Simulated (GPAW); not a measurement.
**A self-consistent single point of HgS (F-43m, 2 atoms in the cell) with GPAW**

Level of theory: PBE, GPAW PAW datasets PBE (gpaw-data 1.0.1) (plane waves; GPAW).

This input was run:

```python
from ase import Atoms
from ase.units import GPa
from gpaw import GPAW

atoms = Atoms(['Hg', 'S'],
              cell=[[0.000000, 2.925000, 2.925000],
                    [2.925000, 0.000000, 2.925000],
                    [2.925000, 2.925000, 0.000000]],
              scaled_positions=[[0.000000, 0.000000, 0.000000],
                                [0.250000, 0.250000, 0.250000]],
              pbc=True)

calc = GPAW(mode={'name': 'pw', 'ecut': 600},
            xc='PBE',
            kpts=(5, 5, 5),
            occupations={'name': 'fermi-dirac', 'width': 0.01},
            nbands=-6,
            convergence={'density': 1e-05, 'bands': -4},
            symmetry={'symmorphic': False, 'tolerance': 0.0005},
            maxiter=100,
            txt='-')

atoms.calc = calc

energy = atoms.get_potential_energy()
print('Energy (eV):', round(energy, 6))
forces = atoms.get_forces()
print('Forces (eV/Ang):')
print(forces.round(5))
stress = atoms.get_stress()
print('Stress (GPa, Voigt):', (stress / GPa).round(4))
```

The program printed (abridged):

```
Input parameters:
  convergence: {bands: -4,
                density: 1e-05}
  kpts: [5 5 5]
  maxiter: 100
  mode: {ecut: 600,
         name: pw}
  nbands: -6
  occupations: {name: fermi-dirac,
                width: 0.01}
  symmetry: {symmorphic: False,
             tolerance: 0.0005}
  xc: PBE

species:
  Hg:
    name: Mercury
    Z: 80.0
    valence: 18
    core: 62
    charge: 0.0
    file: Hg.PBE.gz

    # Using partial waves for Hg as LCAO basis

  S:
    name: Sulfur
    Z: 16.0
    valence: 6
    core: 10
    charge: 0.0
    file: S.PBE.gz

    # Using partial waves for S as LCAO basis

Reference energy: -544013.398625  # eV

Spin-paired calculation

Convergence criteria:
 Maximum [total energy] change in last 3 cyles: 0.0005 eV / valence electron
 Maximum integral of absolute [dens]ity change: 1e-05 electrons / valence electron
 Maximum integral of absolute [eigenst]ate change: 4e-08 eV^2 / valence electron
 Maximum number of scf [iter]ations: 100

Symmetries present (total): 24
Symmetries with fractional translations: 0
125 k-points: 5 x 5 x 5 Monkhorst-Pack grid
10 k-points in the irreducible part of the Brillouin zone
       k-points in crystal coordinates                weights
   0:     0.00000000    0.00000000    0.00000000          1/125
   1:     0.20000000    0.20000000    0.00000000          6/125
   2:     0.20000000    0.20000000    0.20000000          8/125
   [... 7 lines left out ...]

Wave functions: Plane wave expansion
  Cutoff energy: 600.000 eV
  Number of coefficients (min, max): 1664, 1687
  Pulay-stress correction: 0.000000 eV/Ang^3 (de/decut=0.000000)

Occupation numbers: Fermi-Dirac:
  width: 0.0100  # eV

Eigensolver

Densities:
  Coarse grid: 24*24*24 grid
  Fine grid: 48*48*48 grid
  Total Charge: 0.000000

Density mixing:
  Method: separate
  Backend: pulay
  Linear mixing parameter: 0.05
  old densities: 5
  Damping of long wavelength oscillations: 50

Hamiltonian:
  XC and Coulomb potentials evaluated on a 48*48*48 grid
  External potential:
    NoExternalPotential

XC parameters: PBE with 2 nearest neighbor stencil

Number of atoms: 2
Number of atomic orbitals: 16
Number of bands in calculation: 18
Number of valence electrons: 24
Bands to converge: 14

Density initialized from atomic densities
  16 bands from LCAO basis set
  2 bands from random numbers

Atomic positions and initial magnetic moments

Positions:
   0 Hg     0.000000    0.000000    0.000000    ( 0.0000,  0.0000,  0.0000)
   1 S      1.462500    1.462500    1.462500    ( 0.0000,  0.0000,  0.0000)

Unit cell:
           periodic     x           y           z      points  spacing
  1. axis:    yes    0.000000    2.925000    2.925000    24     0.1407
  2. axis:    yes    2.925000    0.000000    2.925000    24     0.1407
  3. axis:    yes    2.925000    2.925000    0.000000    24     0.1407

  Lengths:   4.136575   4.136575   4.136575
  Angles:   60.000000  60.000000  60.000000

Effective grid spacing dv^(1/3) = 0.1536

     iter     time        total  log10-change:
                         energy   eigst   dens
iter:   1 --:--:--    -5.599945   +0.39
iter:   2 --:--:--    -5.531243   -0.82  -1.27
iter:   3 --:--:--    -5.300967   -1.21  -1.31
iter:   4 --:--:--    -5.282315   -2.57  -1.72
iter:   5 --:--:--    -5.355327   -1.41  -1.72
iter:   6 --:--:--    -5.295218   -2.39  -2.05
iter:   7 --:--:--    -5.296196   -4.21  -2.58
iter:   8 --:--:--    -5.295873c  -3.71  -2.65
iter:   9 --:--:--    -5.295845c  -4.95  -3.02
iter:  10 --:--:--    -5.296308c  -4.81  -3.00
iter:  11 --:--:--    -5.296378c  -5.60  -3.06
iter:  12 --:--:--    -5.296236c  -4.33  -3.07
iter:  13 --:--:--    -5.296419c  -5.66  -3.26
   [... 2 lines left out ...]
iter:  16 --:--:--    -5.296319c  -5.71  -3.28
iter:  17 --:--:--    -5.296192c  -5.25  -3.34
iter:  18 --:--:--    -5.296172c  -5.31  -3.47
iter:  19 --:--:--    -5.296174c  -5.62  -3.64
iter:  20 --:--:--    -5.296175c  -6.81  -4.20
iter:  21 --:--:--    -5.296175c  -7.84c -4.32
iter:  22 --:--:--    -5.296174c  -6.54  -4.35
iter:  23 --:--:--    -5.296175c  -6.99  -4.43
iter:  24 --:--:--    -5.296175c  -8.47c -4.78
iter:  25 --:--:--    -5.296175c  -8.10c -4.89
iter:  26 --:--:--    -5.296175c  -9.22c -5.08c

Converged after 26 iterations.

Dipole moment: (-2.746084, -2.746084, -2.746084) |e|*Ang

Energy contributions relative to reference atoms: (reference = -544013.398625)

Kinetic:        +33.770124
Potential:      -28.135410
External:        +0.000000
XC:              -8.818266
Entropy (-ST):   -0.000306
Local:           -2.112469
SIC:             +0.000000
--------------------------
Free energy:     -5.296327
Extrapolated:    -5.296175

Showing only first 2 kpts
 Kpt  Band  Eigenvalues  Occupancy
  0    10      4.42386    1.33333
  0    11      4.42386    1.33333
  0    12      4.42386    1.33333
  0    13     10.43411    0.00000

  1    10      3.53914    2.00000
  1    11      3.53914    2.00000
  1    12      6.46444    0.00000
  1    13      8.91749    0.00000

Fermi level: 4.43079

No gap
No difference between direct/indirect transitions
Energy (eV): -5.296175

Forces in eV/Ang:
  0 Hg   -0.00000    0.00000   -0.00000
  1 S    -0.00000   -0.00000    0.00000

Stress tensor:
    -0.030937     0.000000    -0.000000
     0.000000    -0.030937     0.000000
    -0.000000     0.000000    -0.030937
Stress (GPa, Voigt): [-4.9567 -4.9567 -4.9567  0.     -0.      0.    ]
```

The run converged in 26 iterations. GPAW prints stress with tension positive.

The starting cell has typed, rounded lattice constants, without a prior relaxation at this level. Spin-orbit coupling is off. With a pressure of about 5 GPa the cell is away from its equilibrium volume at this level. The run gives no clean gap (levels at the Fermi energy touch, overlap or are partly filled at this smearing), which alone does not show that the compound is a metal.
